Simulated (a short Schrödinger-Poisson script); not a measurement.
Solved with a short Schrödinger-Poisson script written for these runs: one-band effective-mass equation with BenDaniel-Duke matching, electrons, heavy and light holes apart, hard walls at the outer ends, one valence edge for both holes (no strain splitting), no charge, excitons, band mixing or non-parabolicity; under a field the levels are quasi-bound states of a box, listed while three quarters of their weight lies within 4 nm of the wells.

Stack: coupled double GaAs/Al0.35Ga0.65As quantum well.

```
layer        material  thickness (nm)
-----  --------------  --------------
1      Al0.35Ga0.65As              20
2                GaAs               8
3      Al0.35Ga0.65As               3
4                GaAs               8
5      Al0.35Ga0.65As              20
```

The device is made up for the run: typed textbook-type constants, with dimensions and the other settings drawn at random. GaAs: direct gap (eV) 1.424, conduction-band edge (eV) 0, electron mass (mₑ) 0.067, heavy-hole mass 0.377, light-hole mass 0.09. Al0.35Ga0.65As: direct gap (eV) 1.86, conduction-band edge (eV) 0.276, electron mass (mₑ) 0.096, heavy-hole mass 0.412, light-hole mass 0.1215.

The valence-band edge of each layer lies one gap below its conduction-band edge. The electron's potential energy rises along the stack by the applied field. Mesh 0.03 nm at interfaces.

Gate and field steps stay those of the base.

One input was changed, with this effect: e1-hh1 transition at zero applied field 1.475 → 1.478 eV; hh1 − lh1 little changed (17.0 meV); shift of e1-hh1 at 52.5 kV/cm little changed (-58.8 meV); e1 above the well's band edge 40.5 → 43.2 meV.

Q: Which change was it?
(A) thickness of the middle barrier 3 → 8 nm
(B) width of the first well 8 → 6.4 nm
(C) electron mass in both wells 0.067 → 0.057 mₑ

A: C, electron mass in both wells 0.067 → 0.057 mₑ

Excitons are left out, and strain enters only through the typed gaps and offsets, so measured lines lie elsewhere.
